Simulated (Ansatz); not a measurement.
Start from ScPt3 in the Cu3Au type structure (space group Pm-3m, No. 221; a = 3.9525 Å; relaxed with 0.1 eV smearing). Axes: x, y, z lie along the cube axes.

The values are results of PBEsol in Ansatz (plane waves to 420 eV, PAW, scalar-relativistic without spin-orbit coupling), not measurements.

The change: uniaxial strain ε_xx = −1.15 %, all other strain components held at zero, atoms relaxed at fixed cell.

Q: Estimate the effect on the stress.

A: The stress (xx, yy, zz, yz, xz, xy; compression positive) comes out as (4.0, 2.1, 2.1, 0.0, 0.0, 0.0) GPa.

Whether these cells are dynamically stable was not tested. The final runs are not spin-polarised.

Ansatz is a quantum-chemistry and plane-wave program.
